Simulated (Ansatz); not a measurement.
Consider GaCuSe₂ in the chalcopyrite structure (space group I-42d, No. 122).

```yaml
crystal:
  lattice:
    - [-2.83588, 2.83588, 5.63132]
    - [2.83588, -2.83588, 5.63132]
    - [2.83588, 2.83588, -5.63132]
  atoms:
    - { symbol: Ga, position: [0.50000, 0.50000, 0.00000] }
    - { symbol: Ga, position: [0.25000, 0.75000, 0.50000] }
    - { symbol: Cu, position: [0.00000, 0.00000, 0.00000] }
    - { symbol: Cu, position: [0.75000, 0.25000, 0.50000] }
    - { symbol: Se, position: [0.87500, 0.88122, 0.50622] }
    - { symbol: Se, position: [0.11878, 0.62500, 0.99378] }
    - { symbol: Se, position: [0.37500, 0.36878, 0.49378] }
    - { symbol: Se, position: [0.63122, 0.12500, 0.00622] }
```

Method: Ansatz (a first-principles code), PBE, PAW, cutoff 420 eV, scalar-relativistic without spin-orbit coupling.

Before the change:

```
Item                   Value
-------------------  -------
Band gap                zero
Lattice parameter a  5.672 Å
```

Now apply this change: cell and atoms relaxed at a pressure of 15 GPa.

### Question
What happens to the electron mass?

### Answer
The electron mass comes out as 0.077 mₑ along c, 0.083 mₑ across (at Γ).

### Question
Predict the new band gap.

### Answer
The band gap changes from zero to 0.73 eV.

### Question
Predict the new lattice parameter a.

### Answer
The lattice parameter a falls by 0.303 Å (5.672 Å → 5.369 Å).

Load acts through the strain it causes; cell and atoms are relaxed under it. Masses are band curvatures over ±0.01 Å⁻¹ around the edge. Stability against distortions was not tested. No other phases were tried under pressure. All final runs are without spin polarisation. A zero or small gap of GaCuSe2 can be the functional's error rather than a property of the material.
